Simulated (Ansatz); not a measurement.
The parent structure is InP in the zinc blende structure (space group F-43m, No. 216; a = 5.907 Å). Axes: x, y, z lie along the cube axes.

Structures relaxed with r2SCAN in Ansatz (plane waves to 500 eV, PAW, without spin-orbit coupling).

Base:

Simulated powder pattern, Mo Kα, λ = 0.71073 Å (kinematic, ideal powder, no thermal factors, no anomalous dispersion; the 14 strongest lines at most, above 2 %, up to 2θ = 40°):

```csv
2θ (°),I/Imax (%),hkl
11.96,100,(111)
13.82,26,(200)
19.59,61,(220)
23.02,52,(311)
24.06,8.0,(222)
27.85,11,(400)
30.41,22,(331)
31.21,11,(420)
34.28,22,(422)
36.43,16,(511)
39.79,6.7,(440)
```

After one change:

Simulated powder pattern, Mo Kα, λ = 0.71073 Å (kinematic, ideal powder, no thermal factors, no anomalous dispersion; the 14 strongest lines at most, above 2 %, up to 2θ = 40°):

```
2θ (°)  I/Imax (%)
------  ----------
12.09          100
13.82           18
14.25          8.3
19.59           21
19.90           40
23.09           35
23.61           17
24.31          8.0
27.85          7.4
30.46          7.5
30.87           14
34.47           15
35.02          7.1
36.48          8.3
```

Which change produced these results?
(A) uniaxial strain ε_zz = −2.50 %
(B) uniaxial strain ε_zz = −3.00 %
(C) uniaxial strain ε_zz = −1.50 %
(D) uniaxial strain ε_zz = −0.50 %

B, uniaxial strain ε_zz = −3.00 %. Its volume per atom is 24.99 Å³ against 25.76 Å³, and its space group is I-4m2 (No. 119).

No phonon test of stability was made.

Ansatz is a first-principles code.
